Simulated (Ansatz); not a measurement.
Take CdS in the zinc blende structure (space group F-43m, No. 216) as the base.

```yaml
crystal:
  lattice:
    - [0.00000, 2.91212, 2.91212]
    - [2.91212, 0.00000, 2.91212]
    - [2.91212, 2.91212, 0.00000]
  atoms:
    - { symbol: Cd, position: [0.00000, 0.00000, 0.00000] }
    - { symbol: S, position: [0.25000, 0.25000, 0.25000] }
```

Cartesian axes are those of the cell as printed.

Level of theory: DFT with PBEsol, PAW potentials and a 420 eV plane-wave cutoff in Ansatz (an electronic-structure program), no SOC.

Strains are applied to the cell and any free atomic positions relax; under biaxial strain the out-of-plane vector relaxes too.

One change was made to it. Results:

The energy goes up by 6.2 meV/atom; the shortest interatomic distance rises by 0.013 Å, from 2.522 Å to 2.535 Å; the valence-band top at Γ (three highest levels, from the VBM) becomes 0.00, -0.20, -0.20 eV (base: 0.00, 0.00, 0.00 eV).

Problem. Name the change that was made.
A. biaxial strain −1.00 %, plane normal [001], relaxed out of plane
B. biaxial strain +3.00 %, plane normal [001], relaxed out of plane
C. biaxial strain +1.00 %, plane normal [001], relaxed out of plane
D. biaxial strain −3.00 %, plane normal [001], relaxed out of plane
E. biaxial strain +1.50 %, plane normal [001], relaxed out of plane

Solution. B, biaxial strain +3.00 %, plane normal [001], relaxed out of plane. For comparison, the valence-band top at Γ in the other runs: biaxial strain −1.00 %, plane normal [001], relaxed out of plane gives 0.00, 0.00, -0.08 eV; biaxial strain −3.00 %, plane normal [001], relaxed out of plane gives 0.00, 0.00, -0.26 eV; biaxial strain +1.50 %, plane normal [001], relaxed out of plane gives 0.00, -0.11, -0.11 eV; biaxial strain +1.00 %, plane normal [001], relaxed out of plane gives 0.00, -0.07, -0.07 eV.

The levels and masses belong to the bands next to the band gap. Whether these cells are dynamically stable was not tested.
